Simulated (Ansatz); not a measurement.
L1₂ (Cu3Au-type) Ni3Si, treated with revPBE (PAW; Ansatz, a quantum-chemistry and plane-wave program).

The input as run:

Ansatz 0.2 input:
```yaml
crystal:
  lattice:
    - [3.4783322928, 0.0, 0.0]
    - [0.0, 3.4783322928, 0.0]
    - [0.0, 0.0, 3.4783322928]
  atoms:
    - { symbol: Si, position: [0.0, 0.0, 0.0] }
    - { symbol: Ni, position: [0.0, 0.5, 0.5] }
    - { symbol: Ni, position: [0.5, 0.0, 0.5] }
    - { symbol: Ni, position: [0.5, 0.5, 0.0] }
basis:
  ecutwfc: 520
  ecutrho_ratio: 4
  xc_grid: 2
kpoints:
  mp_grid: { grid: [16, 16, 16] }
hamiltonian:
  xc: revpbe
  dispersion: none
  pseudopotentials: { kind: paw }
scf:
  occupations: { method: fermi_dirac, width: 0.05 }
  convergence: { dr2_threshold: 0.0000000004 }
output:
  forces: true
  stress: true
  eigenvalues: true
```

From the output:

```
Crystal: 4 atoms, lattice volume = 42.084 Å³
Basis set: ecut = 520 eV, 1141 PW (Γ), exchange–correlation on 54×54×54 points (8 copies of the dense FFT grid, shifted against one another)
Bands: 35, of which v1, the nominal top of the filled ones, is band 29 counted from 1 (28 counted from 0)
Symmetry: 48 space group operations
Space group: Pm-3m (ITA 221), of the structure as read, at distance tolerance 3.5e-5 Å
k-points: 165 of 4096
Functional: x = revpbe(κ = 1.245, μ = 0.2195149727645171), c = pbe(β = 0.06672455060314922)
SCF iter   1: F=—  HF=-18169.631900 eV  |F-HF|=—  |Δ(HF+E_count)|=         —  Δρ=7.00e-3  dr2=1.50e-2
SCF iter   2: F=—  HF=-18169.630093 eV  |F-HF|=—  |Δ(HF+E_count)|=   1.81e-3  Δρ=2.87e-3  dr2=3.56e-3
  ...
SCF iter   8: F=—  HF=-18169.629343 eV  |F-HF|=—  |Δ(HF+E_count)|=  9.79e-10  Δρ=1.31e-6  dr2=8.79e-10
SCF iter   9: F=-18169.629343 eV  HF=-18169.629343 eV  |F-HF|=1.46e-11  |Δ(HF+E_count)|=  2.91e-10  Δρ=3.51e-7  dr2=4.01e-11
SCF 1 converged in 9 iterations: F = -18169.629343 eV  dr2 = 4.01e-11
SCF converged after 9 iterations
Free energy (F): -18169.629343 eV
Internal energy: -18169.612726 eV  (E = F + TS)
E sigma→0 (E₀):  -18169.621035 eV
Fermi energy:    18.134900 eV
--- Forces (eV/Å), atoms counted from 1 ---
  atom   1  Si    -0.00000000    -0.00000000    -0.00000000
  atom   2  Ni     0.00000000     0.00000000     0.00000000
  atom   3  Ni     0.00000000    -0.00000000    -0.00000000
  atom   4  Ni     0.00000000     0.00000000     0.00000000
--- Stress (GPa, compression-positive) ---
        9.088814       0.000000       0.000000
        0.000000       9.088814       0.000000
        0.000000       0.000000       9.088814
  P = ⅓ Tr σ = 9.0888 GPa (90.888 kbar)
```

The cell is one volume of an energy–volume scan, off the minimum.

The PAW data were made under PBE.

The result took about 10 core-seconds (a rough figure).
